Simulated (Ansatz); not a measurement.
The parent structure is BN in the wurtzite structure (space group P6_3mc, No. 186; a = 2.523 Å, c = 4.175 Å). Axes: x lies along a and z along c of the hexagonal cell.

All numbers come from LDA in Ansatz (plane waves to 420 eV, PAW, spin-orbit coupling left out).

For the base:

| Property | Value |
|---|---|
| Valence-band top at Γ | 0.00, 0.00, -0.29 eV |
| Pressure | 0.00 GPa |

Modification: uniaxial strain ε_zz = −3.00 %, all other strain components held at zero; the atoms relax in the strained cell.

Question: What happens to the valence-band top at Γ, pressure and energy relative to the base?

Answer: The valence-band top at Γ (three highest levels, from the VBM) becomes 0.00, 0.00, -0.14 eV (base: 0.00, 0.00, -0.29 eV); the pressure (mean of the normal stresses, compression positive) goes from zero to 13.56 GPa; the energy grows by 19 meV/atom.

The levels and masses belong to the bands next to the band gap. No phonon test of stability was made.

Ansatz is a program for electronic structure.
